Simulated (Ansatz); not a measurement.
**Ru in the hcp (Mg type) structure (space group P6_3/mmc, No. 194)**

```
Ru
1.0
    2.70458     0.00000     0.00000
   -1.35229     2.34223     0.00000
    0.00000     0.00000     4.26013
Ru
2
Direct
  0.66667   0.33333   0.75000
  0.33333   0.66667   0.25000
```

Level of theory: r2SCAN, PAW, 500 eV (Ansatz, a first-principles code; without spin-orbit coupling). Settings: 20×20×11 k-points, 0.05 eV Fermi–Dirac smearing.

```yaml
volume_per_atom: 13.49 Å³
density: 12.44 g/cm³
band_gap: zero
total_energy: -5890.705 eV/atom (σ→0; compares only within this code and set-up)
```

No phonon test of stability was made. All final runs are without spin polarisation.
